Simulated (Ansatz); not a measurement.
```xyz
5
Lattice="3.9127 0.0000 0.0000 0.0000 5.5334 0.0000 0.0000 2.7667 2.7667" Properties=species:S:1:pos:R:3 pbc="T T T"
Sr     0.0000     0.0000     0.0000
Ti     1.9564     2.7667     0.0000
O      1.9564     4.1500     1.3833
O      1.9564     1.3833     1.3833
O      0.0000     2.7667     0.0000
```

The cell is taken as given; by r2SCAN it stands under a pressure of -0.8 GPa.

Transport runs along the normal of the first two printed cell vectors, the (110) plane of the conventional cell.

The gap is the functional's own. No spin-orbit coupling. Mid-gap values are those at the computed energy nearest the middle.

Problem. Compute, with r2SCAN run with Ansatz (a quantum-chemistry and plane-wave program), the band gap and the smallest decay constant κ at mid-gap.

Solution. Gap 2.25 eV on a 12×12×12 mesh; κ = 0.247 1/Å, at the zone centre.
